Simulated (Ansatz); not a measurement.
Consider TiO₂ in the anatase structure (space group I4_1/amd, No. 141; a = 3.7698 Å, c = 9.5518 Å). Axes: x, y, z lie along a, b, c of the conventional cell.

Now apply this change: uniaxial stress, 3 GPa tension along x, with the cell and atoms free to relax against it.

Levels (all Ansatz, a first-principles code, PAW): PBEsol (420 eV, without spin-orbit coupling); r2SCAN (500 eV, scalar-relativistic without spin-orbit coupling).

The geometry is relaxed with PBEsol.

| Property | Value |
|---|---|
| PBEsol width of the top valence band | 0.86 eV |
| PBEsol lowest conduction level above the VBM at special points | Γ 2.07 eV; X 2.42 eV; Σ₀ 3.13 eV; F₂ 3.13 eV |
| PBEsol pressure | -1.00 GPa |

Question: What does r2SCAN give at this geometry for the width of the top valence band, lowest conduction level above the VBM at special points and pressure?

Answer: The width of the top valence band is nearly the same (0.86 eV against 0.88 eV); the lowest conduction level above the VBM at special points goes from Γ 2.07 eV; X 2.42 eV; Σ₀ 3.13 eV; F₂ 3.13 eV to Γ 2.49 eV; X 2.84 eV; Σ₀ 3.54 eV; F₂ 3.54 eV; the pressure grows by 1.59 GPa to 0.59 GPa.

Single points use the geometry relaxed with PBEsol. Their cutoffs differ, which shifts pressures a little. The levels and masses belong to the bands next to the band gap. Load acts through the strain it causes; cell and atoms are relaxed under it. Beyond what the load breaks, stability against distortions was not tested. All final runs are without spin polarisation. k-point labels follow each cell's own Brillouin zone.
